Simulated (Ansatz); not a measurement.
The starting structures come from a database of crystals and need not be the phases stable at ambient conditions.

Inside the gap of an insulator the Bloch states are evanescent, with a wavenumber k + iκ along the transport direction.

Here is the system:

```
K3ZnH5
1.0
    7.59816     0.03168     0.00000
    0.41809     7.58672     0.00000
    3.59004    -3.77752     5.21133
K Zn H
6 2 10
Direct
  0.82058   0.17942   0.85885
  0.17942   0.82058   0.14115
  0.32058   0.67942   0.50000
  0.67942   0.32058   0.50000
  0.75000   0.75000   0.00000
  0.25000   0.25000   0.00000
  0.75000   0.75000   0.50000
  0.25000   0.25000   0.50000
  0.53389   0.78865   0.75476
  0.46611   0.21135   0.24524
  0.03389   0.28865   0.50000
  0.96611   0.71135   0.50000
  0.78865   0.53389   0.24524
  0.21135   0.46611   0.75476
  0.28865   0.03389   0.50000
  0.71135   0.96611   0.50000
  0.50000   0.50000   0.00000
  0.00000   0.00000   0.00000
```

Space group of this cell: I4/mcm. The cell was relaxed by PBE-D3(BJ).

Transport runs along the normal of the first two printed cell vectors, the (110) plane of the conventional cell.

The gap is the functional's own, uncorrected, and κ follows it; spin-orbit coupling is left out. Mid-gap values are interpolated between the computed energies.

Question: Compute, with r2SCAN (Ansatz, a program for electronic structure), the band gap and the smallest decay constant κ at mid-gap.

Answer: Gap 4.17 eV on a 6×6×6 mesh; κ = 0.397 1/Å, at (-0.250, 0.250) of the in-plane reciprocal vectors. At the zone centre, at the nearest computed energy, the slowest state has κ = 0.46 1/Å.
